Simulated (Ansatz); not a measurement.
Take InSb in the zinc blende structure (space group F-43m, No. 216; a = 6.519 Å) as the base.

Now apply this change: a hydrostatic pressure of 9 GPa.

Method: PBEsol (Ansatz, a quantum-chemistry and plane-wave program), no spin-orbit coupling.

**Question.** Give the band edges at the high-symmetry points of the new zone, measured from its valence-band maximum.

**Answer.** 
```tsv
point	valence edge (eV)	conduction edge (eV)
Γ	0.00	0.49
X	-2.74	1.01
U	-2.33	1.43
K	-2.33	1.43
L	-1.23	0.71
W	-3.35	3.92
```

The gap is 0.49 eV, direct at Γ.

Spin-orbit coupling, missing from the scalar runs, can matter with Sb. Load acts through the strain it causes; cell and atoms are relaxed under it. Whether these cells are dynamically stable was not tested. Tetrahedral semiconductors of this kind turn to denser phases somewhere between about 1 and 50 GPa; those were not computed, so compressed cells here can lie past the real transition. The final runs are not spin-polarised.
